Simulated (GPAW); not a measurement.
A self-consistent single point of Ga₂Pt (P1, 3 atoms in the cell) with GPAW.

Computed with LDA (Perdew-Wang 92), GPAW PAW datasets LDA (gpaw-data 1.0.1) (plane waves; GPAW).

The change in words: lattice scaled by 0.98. Reference geometry:
```
Ga2Pt
1.0
    0.00000     2.96792     2.96792
    2.96792     0.00000     2.96792
    2.96792     2.96792     0.00000
Ga Pt
2 1
Direct
  0.74944   0.75120   0.74284
  0.22309   0.26757   0.25428
  0.02747   0.98123   0.00288
```

Reference input (self-consistent single point, DFT LDA (Perdew-Wang 92), plane waves, GPAW PAW datasets LDA (gpaw-data 1.0.1)): mode = pw; ecut = 600 eV; xc = LDA; kpts = 6 6 6; mesh shift (steps) = 0 0 0; occupations.name = fermi-dirac; occupations.width = 0.1 eV; nbands = -9; convergence.forces = 0.001 eV/Å; symmetry.symmorphic = false; symmetry.tolerance = 0.0005; maxiter = 120. This run's input differs from it in these lines:

```diff
@@ -5,5 +5,5 @@
 atoms = Atoms(['Ga', 'Ga', 'Pt'],
-              cell=[[0.000000, 2.967920, 2.967920],
-                    [2.967920, 0.000000, 2.967920],
-                    [2.967920, 2.967920, 0.000000]],
+              cell=[[0.000000, 2.908562, 2.908562],
+                    [2.908562, 0.000000, 2.908562],
+                    [2.908562, 2.908562, 0.000000]],
               scaled_positions=[[0.749438, 0.751203, 0.742835],
```

Log, with long lists cut:

```
     iter     time        total  log10-change:
                         energy   eigst   dens  force
iter:   1 --:--:--   -17.379032
iter:   2 --:--:--   -17.254649   -1.47  -1.16
iter:   3 --:--:--   -16.941800   -1.30  -1.18
iter:   4 --:--:--   -16.838530   -3.04  -1.43
iter:   5 --:--:--   -16.732824   -2.27  -1.49
iter:   6 --:--:--   -16.771356   -2.78  -2.31
iter:   7 --:--:--   -16.733861   -2.92  -2.06
iter:   8 --:--:--   -16.734951   -4.66  -2.62
iter:   9 --:--:--   -16.731798c  -3.75  -2.58
iter:  10 --:--:--   -16.731836c  -4.88  -3.09
iter:  11 --:--:--   -16.731750c  -5.01  -3.21
iter:  12 --:--:--   -16.731756c  -5.62  -3.56
iter:  13 --:--:--   -16.731745c  -6.17  -3.61
iter:  14 --:--:--   -16.731742c  -7.22  -3.75
iter:  15 --:--:--   -16.731740c  -6.67  -3.78
iter:  16 --:--:--   -16.731737c  -6.80  -3.99
iter:  17 --:--:--   -16.731737c  -7.77c -4.15c
iter:  18 --:--:--   -16.731737c  -8.29c -4.22c -2.26
iter:  19 --:--:--   -16.731735c  -7.74c -4.31c -2.44
iter:  20 --:--:--   -16.731736c  -8.87c -4.88c -3.18c
Converged after 20 iterations.

Dipole moment: (1.094232, -2.122302, -0.621428) |e|*Ang

Energy contributions relative to reference atoms: (reference = -605712.861075)

Kinetic:        +39.881754
Potential:      -34.549703
External:        +0.000000
XC:             -21.560094
Entropy (-ST):   -0.034990
Local:           -0.486197
SIC:             +0.000000
--------------------------
Free energy:    -16.749231
Extrapolated:   -16.731736

Showing only first 2 kpts
 Kpt  Band  Eigenvalues  Occupancy
  0     9      8.61757    0.06017
  0    10     13.18287    0.00000
  0    11     13.28992    0.00000
  0    12     13.61292    0.00000

  1     9      8.75927    0.01493
  1    10     10.32407    0.00000
  1    11     11.79302    0.00000
  1    12     12.10802    0.00000

Fermi level: 8.27025

No gap
No difference between direct/indirect transitions
Energy (eV): -16.731736

Forces in eV/Ang:
  0 Ga   -0.06777    0.51903    0.15592
  1 Ga   -0.59625    0.79441   -0.04952
  2 Pt    0.66412   -1.31366   -0.10640

Stress tensor:
    -0.041867     0.003028    -0.007036
     0.003028    -0.036215     0.012816
    -0.007036     0.012816    -0.042993
Stress (GPa, Voigt): [-6.7079 -5.8022 -6.8883  2.0534 -1.1273  0.4851]
```

The run converged in 20 iterations. GPAW prints stress with tension positive. Against the reference run the free energy rises by 10.9 meV/atom, the pressure goes from -2.53 to 6.47 GPa and the largest force goes from 1.082 to 1.476 eV/Å.

The starting cell comes from a database of computed structures (which also holds hypothetical and non-ambient phases and stackings), without a prior relaxation at this level. Its atoms were displaced at random from the sites of space group no. 225. For this run, on top of that: lattice scaled by 0.98. Spin polarisation is off. With a pressure of about 6 GPa the cell is away from its equilibrium volume at this level. Forces in this geometry exceed 1 eV/Å.

Cost on one core of a shared machine: roughly 90 s.
